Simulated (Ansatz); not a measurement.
**A computed series for hypothetical rock salt BN: pressure series**

The reference is BN in the rock salt structure (space group Fm-3m, No. 225; a = 3.483 Å; a hypothetical phase, not in the database extracts checked).

Cell and atoms are relaxed at each pressure.

Level of theory: plane-wave PAW DFT at the PBEsol level (Ansatz, a program for electronic structure, 420 eV), no spin-orbit coupling.

| pressure (GPa) | volume per atom (Å³/atom) |
|---|---|
| -1 | 5.294 |
| 0 | 5.280 |
| 0.3 | 5.277 |
| 0.7 | 5.271 |
| 1.5 | 5.261 |
| 3 | 5.241 |
| 5 | 5.216 |
| 7.5 | ? |
| 10 | 5.155 |

Problem. Fit the third-order Birch–Murnaghan form P(V) = (3B₀/2)[(V₀/V)^(7/3) − (V₀/V)^(5/3)]·[1 + (3/4)(B₀′ − 4)((V₀/V)^(2/3) − 1)] (squares taken in P) to the rows shown and predict the withheld row.

Solution. Least squares on the printed values gives V₀ = 5.281 Å³/atom, B₀ = 396 GPa, B₀′ = 4.0; this predicts 5.185 Å³/atom, and the run gives 5.185 Å³/atom, in agreement.

Load acts through the strain it causes; cell and atoms are relaxed under it. No phonon test of stability was made. No other phases were tried under pressure.
